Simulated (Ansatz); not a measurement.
Base system: TiC in the rock salt structure (space group Fm-3m, No. 225; a = 4.261 Å; relaxed with 0.1 eV smearing). Axes: x, y, z lie along the cube axes.

All numbers come from LDA (Ansatz, an electronic-structure program), no spin-orbit coupling.

Strains are applied to the cell and any free atomic positions relax; under biaxial strain the out-of-plane vector relaxes too.

One change was made to it. Results:

The shortest interatomic distance shrinks by 0.012 Å (2.130 Å → 2.118 Å); the pressure (mean of the normal stresses, compression positive) goes from zero to 5.1 GPa.

### Question
Which of these changes matches the shifts?
A) biaxial strain −0.42 %, plane normal [111], relaxed out of plane
B) biaxial strain −1.25 %, plane normal [111], relaxed out of plane
C) biaxial strain −2.50 %, plane normal [111], relaxed out of plane

### Answer
B, biaxial strain −1.25 %, plane normal [111], relaxed out of plane. For comparison, the pressure in the other runs: biaxial strain −2.50 %, plane normal [111], relaxed out of plane gives 10.6 GPa; biaxial strain −0.42 %, plane normal [111], relaxed out of plane gives 1.7 GPa.

Whether these cells are dynamically stable was not tested. All final runs are without spin polarisation.
